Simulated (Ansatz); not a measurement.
Consider TiO2 in the anatase structure (space group I4_1/amd, No. 141).

```xyz
6
Lattice="-1.8849 1.8849 4.7758 1.8849 -1.8849 4.7758 1.8849 1.8849 -4.7758" Properties=species:S:1:pos:R:3 pbc="T T T"
Ti     0.0000     1.8849     2.3879
Ti     0.0000     0.0000     0.0000
O      0.0000     1.8849     0.4057
O      0.0000     0.0000     7.5694
O      0.0000     0.0000     1.9822
O      0.0000     1.8849     4.3702
```

Cartesian axes are those of the cell as printed.

Method: Ansatz (a program for electronic structure) PBEsol, scalar-relativistic without spin-orbit coupling.

Strains are applied to the cell and any free atomic positions relax.

One change was made to it. Results:

The shortest interatomic distance goes up by 0.5 pm, from 192.8 pm to 193.3 pm; the band gap drops by 0.06 eV to 2.05 eV; the smallest direct gap drops by 0.09 eV to 2.35 eV.

Question: What was done to the base?
A) uniaxial strain ε_xx = +1.20 %
B) uniaxial strain ε_xx = +3.00 %
C) uniaxial strain ε_xx = +0.60 %

Answer: B, uniaxial strain ε_xx = +3.00 %. For comparison, the smallest direct gap in the other runs: uniaxial strain ε_xx = +1.20 % gives 2.40 eV; uniaxial strain ε_xx = +0.60 % gives 2.42 eV.

Whether these cells are dynamically stable was not tested. All final runs are without spin polarisation.
